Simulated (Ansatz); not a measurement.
Consider the following.

End structure of Cl on the 1x1 (110) surface of bcc Mo, one in a 1x1 cell, started at the site 'hollow Mo-Mo-Mo':

```
CELL_PARAMETERS angstrom
      2.73735     0.00000     0.00000
     -0.91245     2.58080     0.00000
      0.00000     0.00000    26.00000
ATOMIC_POSITIONS crystal
  Mo 0.50000 0.50000 0.37429
  Mo 0.00000 0.00000 0.45665
  Mo 0.50263 0.49737 0.54278
  Mo 0.01639 0.98361 0.62785
  Cl 0.36034 0.63966 0.70038
```

Slab: 5 atoms, 6.5 Å thick at the start under the adsorbate (thin: gaps and levels are the slab's own); k 12x12x1, smearing 0.1 eV, dipole-corrected; 2 atoms held, the rest relaxed; held to the start's symmetry, so lower structures may exist; no spin, no spin-orbit, no U, no dispersion correction. At the end it is bonded to 3 Mo. In PBE it is, or lies within 0.03 eV of, the lowest of the starts that converged.

A negative adsorption energy means that the adsorbate is more stable on the surface than in its reference.

### Question
What is the computed work function of the top face (PBE (Ansatz, a quantum-chemistry and plane-wave program))?

### Answer
4.21 eV

### Question
What is the computed adsorption energy against ½ Cl2(g) (PBE)?

### Answer
-1.36 eV

### Question
Predict the change of the step from the bottom to the top vacuum level, against the clean slab from PBE.

### Answer
-0.31 eV

### Question
Give the change of the work function at the level PBE.

### Answer
-0.38 eV
